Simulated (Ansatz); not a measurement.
The starting structures come from a database of crystals and need not be the phases stable at ambient conditions.

 Where the default PAW files enter, the runs use the earlier of Ansatz's two default sets.

Data:

```
CELL_PARAMETERS angstrom
      3.93022     0.00000     0.00000
     -1.96511     6.51678     0.00000
      1.96511     0.59257     3.35169
ATOMIC_POSITIONS crystal
  Ga 0.99511 0.99267 0.00244
  Ga 0.00499 0.50748 0.49751
  P  0.25005 0.87507 0.37498
  As 0.24986 0.37479 0.87507
```

Space group of this cell: R3m. The cell is taken as given.

These are r2SCAN (plane waves, PAW; Ansatz, a program for electronic structure) values and carry that method's errors.

The current runs along the normal of the first two printed vectors; no spin-orbit coupling. Scaled by the factor s: all lengths (ions clamped). Meshes 10×10×10 and 8×6 across the current in all rows.

```tsv
s	mean pressure (GPa)	band gap (eV)
0.98	5.5	1.59
1.00	0.0	1.46
1.02	-4.1	?
```

Task: Take the slope of the band gap against ln s from the two given rows, extrapolate to s = 1.02, and say what the run there gives.

Result: Slope = (1.59 − 1.46) / ln 0.98 = -6.43 eV. The line gives 1.46 + (-6.43) × ln 1.02 = 1.33 eV. The run gives 1.04 eV, 0.29 eV under the line, 230 % of the predicted step.
